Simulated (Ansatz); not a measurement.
Take WC (space group P-6m2, No. 187) as the base.

```
WC
1.0
    2.92185     0.00000     0.00000
   -1.46093     2.53040     0.00000
    0.00000     0.00000     2.84710
W C
1 1
Direct
  0.00000   0.00000   0.00000
  0.66667   0.33333   0.50000
```

Calculations: Kohn–Sham DFT with the PBE functional, run in Ansatz (a first-principles code) with PAW and 420 eV plane waves, without spin-orbit coupling.

Base values:

| Quantity | Value |
|---|---|
| Volume per atom | 10.52 Å³ |

One thing is altered: a hydrostatic pressure of 30 GPa.

Predict the new volume per atom.

The volume per atom shrinks by 0.69 Å³, from 10.52 Å³ to 9.83 Å³.

Load acts through the strain it causes; cell and atoms are relaxed under it. Whether these cells are dynamically stable was not tested. Competing high-pressure phases were not computed. All final runs are without spin polarisation.
